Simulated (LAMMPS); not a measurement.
Pressure dependence of Ni (fcc) at 1040 K, from the crystal.

All values are model results, not measurements: MD with a machine-learned potential, pair style snap, file Ni_Zuo_JPCA2020.quadratic.snap (LAMMPS).

```
P (GPa)                                state                  volume       coordination number
-------  -----------------------------------  ----------------------  ------------------------
0        crystal; no diffusion seen in 15 ps  11.378 ± 0.003 Å³/atom  12.0 (counted to 3.10 Å)
2        crystal; no diffusion seen in 15 ps  11.243 ± 0.002 Å³/atom  12.0 (counted to 3.06 Å)
5        crystal; no diffusion seen in 15 ps  11.064 ± 0.002 Å³/atom  12.0 (counted to 3.06 Å)
```

Caution: a run this short can hold a crystal over, or a liquid under, the potential's own melting point, which these runs don't give.

Estimate the isothermal bulk modulus at zero pressure. A parabola P(ln V) through the three points gives −dP/d ln V = 160 GPa at zero pressure.

States go by the mean squared displacement: a species diffuses where it passes 1.5 Å², still rises and gives D over 1e-6 cm²/s; a crystal has left its structure where atoms lie 0.35 Å off their sites on average or a cubic box changes its shape by 3 %, or the axial ratios of another lie 8 % off the starting cell's, which the potential's own relaxation can also do.

Uncertainties are statistical and leave out the potential's own error.
